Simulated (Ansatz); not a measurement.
Results of LDA (Ansatz, a quantum-chemistry and plane-wave program, PAW) for HfO2 (P4₂/mnm, No. 136, 6 atoms in the cell; start mp-776532; a measured phase of this formula has another space group).

Settings: plane-wave cutoff 520 eV, 8×8×12 k mesh (along the axes of the cell as run), scalar-relativistic PAW data made under PBE.

Computed at the level's own relaxed cell.

Elastic tensor (GPa, Voigt notation, ions relaxed):

```
  290.8   212.1   163.3     0.0     0.0     0.0
  212.1   290.8   163.3     0.0     0.0     0.0
  163.3   163.3   499.0     0.0     0.0     0.0
    0.0     0.0     0.0   105.7     0.0     0.0
    0.0     0.0     0.0     0.0   105.7     0.0
    0.0     0.0     0.0     0.0     0.0   226.4
```

Question: Work out the Voigt, Reuss and Hill averages of the bulk and shear moduli, Young's modulus and Poisson's ratio from the printed constants.

Answer: K_V = [C11 + C22 + C33 + 2(C12 + C13 + C23)]/9 = [1080.6 + 2 × 538.7]/9 = 239.8 GPa. G_V = [1080.6 − 538.7 + 3 × 437.8]/15 = 123.7 GPa. From the compliances S = C⁻¹, K_R = 233.1 and G_R = 89.2 GPa. Hill means: K = 236.4, G = 106.5 GPa. E = 9KG/(3K + G) = 278 GPa, ν = (3K − 2G)/(6K + 2G) = 0.30, K/G = 2.22.

Note: the relaxation could not lower the start's symmetry, so the cell can be a saddle point above a distorted one.

Spin–orbit coupling is not included.

Computed values are for the static lattice.

A start named mp-… is a Materials Project structure, which need not be a measured phase.
